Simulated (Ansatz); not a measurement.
```
GaSb
1.0
    0.00000     3.06570     3.06570
    3.06570     0.00000     3.06570
    3.06570     3.06570     0.00000
Sb Ga
1 1
Direct
  0.25000   0.25000   0.25000
  0.00000   0.00000   0.00000
```

Dynamical quadrupoles are not included in the interpolation of the phonons between the solved wave vectors. Spin-orbit coupling is not included. Unless called populations, κ holds the coherence term between modes besides the Boltzmann populations.

Q: Estimate the lattice thermal conductivity at 500 K from the phonon Boltzmann equation with three-phonon and isotope scattering, r2SCAN density-functional theory in Ansatz (plane waves, PAW) (third-order constants from a 54-atom supercell out to 5.6 Å, harmonic mesh 6×6×6, k mesh 6×6×6, scattering mesh 15×15×15).

A: κ = 24 W/(m K). The result is for a perfect infinite crystal and omits four-phonon processes.

The PAW data sets were generated under PBE and serve the other functionals too.

Ansatz is a program for electronic structure.
